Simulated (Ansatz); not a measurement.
Worked example: self-consistent single point of TiCd (P4mm, 4 atoms in the cell) in Ansatz (an electronic-structure program).

Method of the run: PBEsol, harder PAW files (source: ansatz) made with PBE (plane waves; Ansatz).

The change in words: lattice scaled by 0.98; basis.ecutwfc: 420 eV → 630 eV; hamiltonian.pseudopotentials: {kind: paw} (the program's default PAW files) → {kind: paw, source: ansatz}. Reference geometry:
```xyz
4
Lattice="2.9025 0.0000 0.0000 0.0000 2.9025 0.0000 0.0000 0.0000 9.0593" Properties=species:S:1:pos:R:3 pbc="T T T"
Ti     0.0000     1.4513     3.5946
Ti     1.4513     0.0000     5.5146
Cd     0.0000     1.4513     7.8514
Cd     1.4513     0.0000     1.2079
```

Reference input (self-consistent single point, DFT, PBEsol, plane waves, default PAW files made with PBE): basis.ecutwfc = 420 eV; kpoints.mp_grid.grid = 9 9 3; hamiltonian.xc = pbesol; hamiltonian.pseudopotentials = {kind: paw} (the program's default PAW files); scf.occupations.method = fermi_dirac; scf.occupations.width = 0.1 eV. This run's input differs from it in these lines:

Ansatz 0.2 input:
```diff
@@ -3,5 +3,5 @@
   lattice:
-    - [2.902540, 0.000000, 0.000000]
-    - [0.000000, 2.902540, 0.000000]
-    - [0.000000, 0.000000, 9.059251]
+    - [2.844489, 0.000000, 0.000000]
+    - [0.000000, 2.844489, 0.000000]
+    - [0.000000, 0.000000, 8.878066]
   atoms:
@@ -12,3 +12,3 @@
 basis:
-  ecutwfc: 420.0 eV
+  ecutwfc: 630.0 eV
 kpoints:
@@ -17,3 +17,3 @@
   xc: pbesol
-  pseudopotentials: { kind: paw }
+  pseudopotentials: { kind: paw, source: ansatz }
 scf:
```

Log, with long lists cut:

```
SCF iter   1: F=—  HF=-21325.200815 eV  |F-HF|=—  |Δ(HF+E_count)|=         —  Δρ=9.80e-2  dr2=4.44e1  ethr=3.10e-3  ⟨swp⟩=3.8  Hψ=3538  notcnv=0
all-band conjugate gradients solve this SCF's bands
preconditioner: auto → Kerker (q_TF=auto, 2.676 Å⁻¹)
SCF iter   2: F=—  HF=-21322.044258 eV  |F-HF|=—  |Δ(HF+E_count)|=    3.16e0  Δρ=5.67e-2  dr2=2.05e1  ethr=3.10e-3  ⟨swp⟩=2.0  Hψ=2101  notcnv=0
   [... lines left out ...]
SCF iter   8: F=—  HF=-21319.259015 eV  |F-HF|=—  |Δ(HF+E_count)|=   4.18e-6  Δρ=3.04e-5  dr2=1.28e-6  ethr=3.49e-8  ⟨swp⟩=2.0  Hψ=1250  notcnv=0
SCF iter   9: F=-21319.259015 eV  HF=-21319.259015 eV  |F-HF|=5.09e-8  |Δ(HF+E_count)|=   1.74e-7  Δρ=9.70e-6  dr2=6.82e-8  ethr=1.56e-10  ⟨swp⟩=3.8  Hψ=5068  notcnv=0
the search or the solves at the SCF's close seem to have found levels that the self-consistency loop had missed (the run counts 1) …
SCF 1 converged in 9 iterations: F = -21319.259015 eV  dr2 = 6.82e-8
Free energy (F): -21319.259015 eV
Internal energy: -21319.181442 eV  (E = F + TS)
E sigma→0 (E₀):  -21319.220228 eV
Entropy (-TS):   -0.077573 eV (-19.393 meV/atom)
Fermi energy:    15.233382 eV
--- Forces (eV/Å), atoms counted from 1 ---
  atom   1  Ti     0.00000000     0.00000000    -0.59208275
  atom   2  Ti    -0.00000000     0.00000000     0.45433854
  atom   3  Cd    -0.00000000     0.00000000    -0.00103945
  atom   4  Cd     0.00000000     0.00000000     0.13872678
--- Stress (GPa, compression-positive) ---
        1.955366       0.000000       0.000000
        0.000000       1.955366       0.000000
        0.000000       0.000000       2.219895
  P = ⅓ Tr σ = 2.0435 GPa (20.435 kbar)
  The stress holds the Pulay correction. Without it, at fixed plane waves, as pw.x and ABINIT print it: P = 1.9783 GPa
```

The run converged in 9 iterations. Against the reference run the pressure goes from -3.68 to 2.04 GPa and the largest force goes from 0.288 to 0.592 eV/Å.

The starting cell comes from a database of computed structures (which also holds hypothetical and non-ambient phases and stackings), without a prior relaxation at this level. Its lattice was rescaled by up to half a per cent. One atom was moved a little off its site on purpose. For this run, on top of that: lattice scaled by 0.98. Spin polarisation is off. Ansatz's pressure includes its estimate of the finite-basis (Pulay) stress. The cutoff lies below the one recommended for these files.
